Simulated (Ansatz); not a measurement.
The parent structure is NaI in the rock salt structure (space group Fm-3m, No. 225; a = 6.4021 Å).

It is then changed as follows: the cell is scaled by 1.0100 in all directions; the atoms relax in the strained cell.

The values are results of Kohn–Sham DFT with the PBEsol functional, run in Ansatz (an electronic-structure program) with PAW and 420 eV plane waves, no spin-orbit coupling, not measurements.

Base, band edges from the VBM (valence, conduction): X -0.80, 4.47; W -1.00, 5.88; L -0.31, 4.96; Γ 0.00, 3.60; K -0.65, 5.17; U -0.65, 5.17 eV.

### Question
Give the band edges at the high-symmetry points of the new zone, measured from its valence-band maximum.

### Answer
```json
[
 {"point": "Γ", "valence edge (eV)": "0.00", "conduction edge (eV)": "3.52"},
 {"point": "X", "valence edge (eV)": "-0.76", "conduction edge (eV)": "4.45"},
 {"point": "U", "valence edge (eV)": "-0.61", "conduction edge (eV)": "5.16"},
 {"point": "K", "valence edge (eV)": "-0.61", "conduction edge (eV)": "5.16"},
 {"point": "L", "valence edge (eV)": "-0.29", "conduction edge (eV)": "4.96"},
 {"point": "W", "valence edge (eV)": "-0.95", "conduction edge (eV)": "5.81"}
]
```

The gap is 3.52 eV, direct at Γ.

With I present, leaving out spin-orbit coupling can change the band edges. Stability against distortions was not tested.
